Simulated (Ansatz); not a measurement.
## Refining one setting for Sr3Mg (I4/mmm, 4 atoms in the cell)

```yaml
crystal:
  lattice:
    - [-2.76478, 2.76478, 5.92435]
    - [2.76478, -2.76478, 5.92435]
    - [2.76478, 2.76478, -5.92435]
  atoms:
    - { symbol: Sr, position: [0.50000, 0.50000, 0.00000] }
    - { symbol: Sr, position: [0.25000, 0.75000, 0.50000] }
    - { symbol: Sr, position: [0.75000, 0.25000, 0.50000] }
    - { symbol: Mg, position: [0.00000, 0.00000, 0.00000] }
```

Method of the run: PBEsol, default PAW files made with PBE (plane waves; Ansatz, an electronic-structure program).

The starting cell comes from a database of computed structures (which also holds hypothetical and non-ambient phases and stackings), without a prior relaxation at this level. Ansatz's pressure includes its estimate of the finite-basis (Pulay) stress.

Held fixed: kpoints.mp_grid.grid = 9 9 9; kpoints.mp_grid.shift = 0.5 0.5 0.5; hamiltonian.xc = pbesol; hamiltonian.pseudopotentials = {kind: paw} (the program's default PAW files); scf.occupations.method = cold; scf.occupations.width = 0.136 eV.

ΔF is the free energy per atom less that of the last row (840 eV).

The first pressure column holds Ansatz's estimate of the finite-basis (Pulay) stress, which hides part of the cutoff error; the other is without it.

```tsv
basis.ecutwfc	ΔF (meV/atom)	pressure (GPa)	pressure at a fixed set of plane waves (GPa)	plane waves
170 eV	2526.8	-0.65	-41.84	909
210 eV	485.5	-0.57	-10.76	1291
250 eV	(withheld)	-0.61	-2.85	1599
295 eV	(withheld)	-0.60	-0.94	2089
335 eV	1.35	-0.60	-0.65	2565
380 eV	0.30	-0.61	-0.61	3043
420 eV	0.15	-0.61	-0.61	3523
485 eV	0.05	-0.61	-0.61	4361
545 eV	0.03	-0.61	-0.61	5231
630 eV	0.02	-0.61	-0.61	6557
735 eV	0.01	-0.61	-0.61	8195
840 eV	0.00	-0.61	-0.61	9969
```

Problem. Some entries are withheld; supply them.

Solution. 
- 250 eV, ΔF (meV/atom): 83.5
- 295 eV, ΔF (meV/atom): 9.6

Keys are those of Ansatz 0.2.
